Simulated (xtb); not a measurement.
xtb 6.7.1, GFN2-xTB: CC1(C)c2ccsc2-c2sc(-c3ccc(-c4ccc[se]4)[se]3)cc21, 37 atoms. The geometry is a generated start, not checked to be a minimum at this level.

| Quantity | Result |
|---|---|
| method | GFN2-xTB |
| --acc | 1 (default) |
| --etemp (K) | 300 (default) |
| detailed input (--input) | none: ANC optimiser, Lindh (1995) Hessian, microcycle=20, maxdispl=1.0, hlow=0.01 (default) |
| basis functions | 130 |
| valence electrons | 114 |

The structure is relaxed from this start with --opt LEVEL for the levels crude, sloppy, loose, lax, normal, tight, vtight, extreme, once each. Up to the end of the extreme run atoms move by at most 0.78 Å along an axis.

Q: Which level is enough to come within 1 meV of the tightest end point?

A: lax: 26 cycles against 44, ending 0.51 meV above.

```csv
level,cycles,energy above the extreme run (meV),gradient norm (eV/Å)
crude,10,73,0.47
sloppy,19,9.2,0.25
loose,21,6.3,0.17
lax,26,0.51,0.086
normal,28,0.24,0.031
tight,30,0.18,0.012
vtight,44,under 0.01,0.0022
extreme,44,—,0.0022
```
